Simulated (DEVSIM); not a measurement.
Device: Pt/HfO2/p-Ge capacitor, at 250 K.

Layer 1 from the left is HfO2, thickness (nm) 20.0. Layer 2 from the left is Ge, thickness (nm) 4000, Na (cm⁻³) 2.2e16.

Metal gate on the left, work function 5.6 eV. Fixed charge at the semiconductor interface 2.8e12 cm⁻² (in units of +e); no interface traps.

Constants are typed, rounded textbook-type inputs, not results; the design itself was drawn at random and stands for no fabricated device. Values at 300 K; Nc and Nv go as T^1.5, mobilities as T to minus their exponent, the gap by Varshni's rule with the affinity fixed.

HfO2: gap (eV) 5.7, affinity (eV) 2.5, permittivity 22. Ge: gap (eV) 0.664, affinity (eV) 4, permittivity 16, Nc (cm⁻³) 1.04e19, Nv (cm⁻³) 6e18, Varshni α (eV/K) 0.000477, Varshni β (K) 235.

**Question.** Estimate by hand the flat-band voltage, the threshold voltage, and compare with a numerical solution.

**Answer.** 
- Flat-band voltage: C = 0.974 μF/cm², work-function difference 1.032 V; VFB = φms − qNf/C = 0.57 V; numerical 0.57 V.
- Threshold voltage: φF = 0.221 V, depletion charge √(4εqNφF) = 6.64e-8 C/cm²; VT = VFB + 2φF + Qd/C = 1.08 V; numerical 1.08 V.

Simulated with DEVSIM: 1D Poisson equation in equilibrium, Boltzmann statistics, complete ionisation; no quantum confinement or tunnelling. Metal contacts follow the ideal Schottky-Mott rule: no Fermi-level pinning, no interface dipoles.
